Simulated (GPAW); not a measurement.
Input and output of a self-consistent single point for TmB2 (P6/mmm, 3 atoms in the cell) (GPAW).

Method of the run: LDA (Perdew-Wang 92), GPAW PAW datasets LDA (gpaw-data 1.0.1) (plane waves; GPAW).

```
TmB2
1.0
    3.31911     0.00000     0.00000
   -1.65955     2.87443     0.00000
    0.00000     0.00000     3.82698
Tm B
1 2
Direct
  0.00000   0.00000   0.00000
  0.33333   0.66667   0.50000
  0.66667   0.33333   0.50000
```
Moments meant for the start (each program seeds them in its own way; μB, in the order of the atoms Tm B B): 2.0 0.0 0.0.

Reference input (self-consistent single point, DFT LDA (Perdew-Wang 92), plane waves, GPAW PAW datasets LDA (gpaw-data 1.0.1)): spinpol = true; mode = pw; ecut = 950 eV; xc = LDA; kpts = 8 8 6; mesh shift (steps) = 0 0 0; occupations.name = methfessel-paxton; occupations.width = 0.272 eV; occupations.order = 0; nbands = -7; symmetry.symmorphic = false; symmetry.tolerance = 0.0005. This run's input differs from it in these lines:

```diff
@@ -18,3 +18,3 @@
             xc='LDA',
-            kpts={'size': (8, 8, 6), 'gamma': True},
+            kpts=(1, 1, 1),
             occupations={'name': 'methfessel-paxton', 'width': 0.272, 'order': 0},
```

Output (repeated stretches shortened):

```
     iter     time        total  log10-change:  magmom
                         energy   eigst   dens
iter:   1 --:--:--   -15.876044                   +1.8402
iter:   2 --:--:--   -11.721310   -1.30  -1.08    +0.9229
iter:   3 --:--:--   -12.101643   -0.75  -1.12    +0.8871
iter:   4 --:--:--   -11.642099   -0.88  -1.13    +1.1162
iter:   5 --:--:--    -9.320221   -1.36  -1.14    +1.1722
   [... 46 lines left out ...]
iter:  52 --:--:--    -9.820773   -3.57  -2.20    +2.9127
iter:  53 --:--:--    -9.706025   -3.76  -1.96    +3.0006
iter:  54 --:--:--    -9.632858   -2.66  -2.08    +3.0305
   [... lines left out ...]
iter: 150 --:--:--    -9.539144   -3.30  -2.41    +3.0320

Did not converge!

Here are some tips:

1) Make sure the geometry and spin-state is physically sound.
2) Use less aggressive density mixing.
3) Solve the eigenvalue problem more accurately at each scf-step.
4) Use a smoother distribution function for the occupation numbers.
5) Try adding more empty states.
6) Use enough k-points.
7) Don't let your structure optimization algorithm take too large steps.
8) Solve the Poisson equation more accurately.
9) Better initial guess for the wave functions.

See details here:

    https://gpaw.readthedocs.io/documentation/convergence.html
Traceback (most recent call last):
   [... frames left out ...]
gpaw.KohnShamConvergenceError: Did not converge!  See text output for help.
```

The run ended unconverged after 150 iterations. 

The starting cell comes from a database of computed structures (which also holds hypothetical and non-ambient phases and stackings), without a prior relaxation at this level. Its lattice was rescaled by a random factor within 2.5 % of one.

Cost on one core of a shared machine: roughly 40 s.
